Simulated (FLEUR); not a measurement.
# Equation of state of rock-salt MgS (space group 225): energy against volume (FLEUR, LDA)

```yaml
crystal:
  lattice:
    - [0.00000, 2.49888, 2.49888]
    - [2.49888, 0.00000, 2.49888]
    - [2.49888, 2.49888, 0.00000]
  atoms:
    - { symbol: Mg, position: [0.00000, 0.00000, 0.00000] }
    - { symbol: S, position: [0.50000, 0.50000, 0.50000] }
```

Method: FLEUR with LDA (Vosko-Wilk-Nusair), all-electron FLAPW (FLEUR), scalar-relativistic valence. Settings: Kmax = 4.1 1/bohr; GmaxXC = 12.3 1/bohr; xcFunctional = vwn; jspins = 1; l_soc = F; mode = hist; fermiSmearingEnergy = 0.00036749 Htr; mesh (inpgen div1-3) = 11 11 11; inpgen gamma flag = false; Gmax = 12.3 1/bohr; numbands = 0; maxIterBroyd = 99; imix = Anderson; alpha = 0.05; precondParam = 0; minDistance = 1e-05 me/bohr^3. The cell above is the first row's. The rows scale it uniformly. In all rows fractional positions and the k mesh are held. E is the free energy at the stated smearing, counted from the lowest row.

```
V (Å^3/atom)  E (meV/atom)
------------  ------------
15.604               28.31
15.943               14.60
16.282                5.62
16.622                0.90
16.961                0.00
17.300                2.59
17.639                8.28
17.978               16.80
18.318                   ?
```

Taking the third-order Birch-Murnaghan form, a cubic in V^(-2/3) for E over the 8 complete rows: With u = V^(-2/3) - 0.153, the rows have u = 0.007144, 0.004865, 0.002666, 0.000536, -0.001516, -0.003502, -0.005423, -0.007285. Least squares gives E = 0.311 + 848.68·u + 428486·u² + 180434·u³. Residuals (row less fit): 0.002, -0.002, -0.002, 0.011, -0.009, 0.004, -0.001, 0.001; standard error 0.007 (degrees of freedom: 4). Its minimum lies at u = -0.000991, so V0 = (0.152009)^(-3/2) = 16.87. There d²E/du² = 855900 and d³E/du³ = 1083000, so B0 = (4/9) × 16.87^(-7/3) × 855900 × 0.160218 = 83.5 GPa (the last factor turns the table's units into GPa), and B0' = 4 + (2/3) × 0.152009 × (1083000)/855900 = 4.1.

Problem. Estimate the missing E (V = 18.318); what did the run itself give?

Solution. u = -0.009093, so E = 0.311 + 848.68 × (-0.009093) + 428486 × (-0.009093)² + 180434 × (-0.009093)³ = 27.887 meV/atom. The calculation gives 27.85 meV/atom, 0.037 meV/atom below the prediction (0.1 % of the range of E in the table). The row lies outside the fitted rows, so this is an extrapolation. From the scatter of the fitted rows alone, a prediction at this place has a standard error of 0.018 meV/atom, so the miss is 2.0 times that.

Carrying the step between the two nearest rows on in a straight line would have given 25.35, off by 2.50; series whose last step already gives the withheld value aren't shown. The scan was laid around a cell of about the measured size, scaled by a guess for this functional. The runs keep the symmetry of the cell, so they don't test it for distortions. Values depend on the basis (sphere radii, cutoffs, local orbitals), which need not be converged. Cutoffs and mesh are single choices, not tested for convergence of this quantity. Series with a scatter that would blur these digits, or in which a gap closes, are not shown. Nor are scans whose minimum lies at an end fitted in this form.
